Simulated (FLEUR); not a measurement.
A self-consistent single point of TiSb2 (I4/mcm, 6 atoms in the cell) with FLEUR.

Method of the run: LDA (Perdew-Zunger), all-electron FLAPW (FLEUR), scalar-relativistic valence.

```
CELL_PARAMETERS angstrom
     -3.35146     3.35146     2.89799
      3.35146    -3.35146     2.89799
      3.35146     3.35146    -2.89799
ATOMIC_POSITIONS crystal
  Ti 0.25000 0.25000 0.00000
  Ti 0.75000 0.75000 0.00000
  Sb 0.65204 0.84796 0.50000
  Sb 0.34796 0.15204 0.50000
  Sb 0.84796 0.34796 0.19592
  Sb 0.15204 0.65204 0.80408
```

Reference input (self-consistent single point, DFT, PBEsol, all-electron FLAPW (FLEUR), scalar-relativistic valence): Kmax = 4 1/bohr; GmaxXC = 16 1/bohr; xcFunctional = PBEs; jspins = 1; l_soc = F; mode = hist; fermiSmearingEnergy = 0.00367493 Htr; mesh (inpgen div1-3) = 5 5 5; inpgen gamma flag = false; Gmax = 16 1/bohr; numbands = 0; maxIterBroyd = 15. This run's input differs from it in these lines:

```diff
@@ -18,3 +18,3 @@
 &comp jspins=1 /
-&exco xctyp='PBEs' /
+&exco xctyp='pz' /
 &kpt div1=5 div2=5 div3=5 /
@@ -31,3 +31,3 @@
       <coreElectrons ctail="T" frcor="F" kcrel="0" coretail_lmax="0"/>
-      <xcFunctional name="PBEs" relativisticCorrections="F"/>
+      <xcFunctional name="pz" relativisticCorrections="F"/>
       <magnetism jspins="1"/>
```

Log, with long lists cut:

```
 Iteration:     1   Distance:       7.20337328 me/bohr^3
 Iteration:     2   Distance:       5.74492901 me/bohr^3
 Iteration:     3   Distance:       4.59495185 me/bohr^3
 Iteration:     4   Distance:       2.18302782 me/bohr^3
 Iteration:     5   Distance:       1.70496660 me/bohr^3
   [... 10 lines left out ...]
 Iteration:    16   Distance:       0.00008143 me/bohr^3
 Iteration:    17   Distance:       0.00004327 me/bohr^3
 Iteration:    18   Distance:       0.00001325 me/bohr^3
 Iteration:    19   Distance:       0.00000293 me/bohr^3
 Reset of history
 Run finished successfully
 Stop message:
   Structural relaxation: new displacements generated

[file out, last iteration]
             iter=     20
[...]
          total density-effective poten   -4.5711055697E+04
          total charge density-energy d   -7.4172669182E+02
 Updated energy parameters for spin:           1
[...]
 fermi energy and band-weighting factors:
   [... 5 lines left out ...]

[...]
FERMIE:
          first approx. to ef    (T=0)  :   0.368365 htr   (energy of the highest occ. eigenvalue)
          number of occ. states  (T=0)  :        756
          first approx. to seigv (T=0)  : -39.340896 htr
          sum of weights of occ. states :  42.048000
          sum of semicore charge        :   0.000000 e
FERHIS:  Fermi-Energy by histogram:
          bandgap                     :   0.001643 htr
   [... lines left out ...]
          charge neutrality (T=0)     :   0.096000    (zero if the highest occ. eigenvalue is "entirely" occupied)
     EF_NEWTON:  Adjust Fermi-Energy by Newton-Method.
 Direct bandgap for spin            1 :    1.2798376963374380E-002  Htr
 ---->    free energy=                    -27616.8356550253 htr
   [... lines left out ...]
      extrapolation for T->0
 ---->    total electron energy=          -27616.8344649641 htr
 ***** TOTAL FORCES ON ATOMS *****
 TOTAL FORCE FOR ATOM TYPE=  1  X=  0.000   Y=  0.000   Z=  2.738
                       FX_TOT= 0.000000 FY_TOT= 0.000000 FZ_TOT= 0.000000
 TOTAL FORCE FOR ATOM TYPE=  2  X=  4.407   Y=  1.926   Z= -5.476
                       FX_TOT=-0.001655 FY_TOT= 0.001655 FZ_TOT= 0.000000
```

The run converged in 19 iterations. FLEUR gives forces in its relaxation mode, with a further iteration, so its stop message speaks of a relaxation. Against the reference run the largest force goes from 0.107 to 0.120 eV/Å.

The starting cell comes from a database of computed structures (which also holds hypothetical and non-ambient phases and stackings), without a prior relaxation at this level. Spin-orbit coupling is off. Spin polarisation is off. Values depend on the basis (sphere radii, cutoffs, local orbitals), which need not be converged. The log's line on a gap gives a spacing of levels on this mesh, which the program prints for metals too.

Cost on one core of a shared machine: roughly 5 min.
